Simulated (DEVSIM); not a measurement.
Structure: Mo/SiO2/p-Ge capacitor, at 300 K.

```
layer (left to right)  material  thickness (nm)  Na (cm⁻³)
---------------------  --------  --------------  ---------
1                          SiO2            1.20          -
2                            Ge           16000     1.4e15
```

Metal gate on the left, work function 4.6 eV. Fixed charge at the semiconductor interface 4.2e11 cm⁻² (in units of +e); no interface traps.

The device is made up for the run: typed textbook-type constants, with dimensions and the other settings drawn at random. Values at 300 K.

```csv
parameter,SiO2,Ge
gap (eV),9,0.664
affinity (eV),0.9,4
permittivity,3.9,16
Nc (cm⁻³),-,1.04e19
Nv (cm⁻³),-,6e18
```

Simulated with DEVSIM: 1D Poisson equation in equilibrium, Boltzmann statistics, complete ionisation; no quantum confinement or tunnelling. Metal contacts follow the ideal Schottky-Mott rule: no Fermi-level pinning, no interface dipoles.

The SiO2 thickness was swept, all else fixed.

| SiO2 thickness (μm) | capacitance of the dielectric stack (μF/cm²) | threshold voltage (band bending 2φF) (V) | flat-band voltage (V) |
|---|---|---|---|
| 0.00048 | 7.19 | 0.36 | 0.14 |
| 0.00066 | 5.23 | 0.36 | 0.14 |
| 0.00084 | 4.11 | 0.36 | 0.14 |
| 0.001 | 3.45 | 0.35 | 0.13 |
| 0.0012 | 2.88 | 0.35 | 0.13 |
| 0.0014 | 2.47 | 0.35 | 0.13 |

From the first row to the last the capacitance of the dielectric stack goes from 7.19 to 2.47. From the first row to the last the threshold voltage (band bending 2φF) goes from 0.36 to 0.35.
